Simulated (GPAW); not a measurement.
Band structure of SrAg₅ (P6/mmm, 6 atoms in the cell).

```
SrAg5
1.0
    5.71045     0.00000     0.00000
   -2.85522     4.94540     0.00000
    0.00000     0.00000     4.60490
Sr Ag
1 5
Cartesian
  0.00000   0.00000   0.00000
  2.85523   1.64846   0.00000
  0.00000   3.29693   0.00000
  2.85522   0.00000   2.30245
  1.42761   2.47270   2.30245
 -1.42761   2.47270   2.30245
```

Method of the run: PBEsol, GPAW PAW datasets PBEsol (made by gpaw-setup) (plane waves; GPAW).

Settings: mode = pw; ecut = 550 eV; xc = PBEsol; kpts = 5 5 5; mesh shift (steps) = 0 0 0; occupations.name = fermi-dirac; occupations.width = 0.05 eV; nbands = -14; convergence.density = 1e-05 e/electron; convergence.energy = 1e-05 eV/electron; symmetry.symmorphic = false; symmetry.tolerance = 0.0005; maxiter = 120; bandpath_npoints = 40.

The starting cell comes from a database of computed structures (which also holds hypothetical and non-ambient phases and stackings), without a prior relaxation at this level.

Levels in eV from the Fermi level, bands 44 to 51:
```tsv
point	44	45	46	47	48	49	50	51
Γ	-2.88	-2.88	-0.40	0.47	0.47	0.68	1.44	1.44
M	-3.63	-3.61	-2.88	-0.40	-0.15	1.63	2.44	2.90
K	-3.34	-3.34	-2.88	-2.40	1.81	2.33	2.33	2.42
A	-2.92	-2.92	-2.88	0.24	0.28	0.28	0.97	0.97
L	-3.07	-2.92	-2.07	-2.00	-1.45	1.15	1.22	1.24
H	-3.46	-2.57	-2.57	-1.47	-1.47	-0.10	0.04	3.62
```

Bands cross the Fermi level along this path, so the cell is metallic at this level.
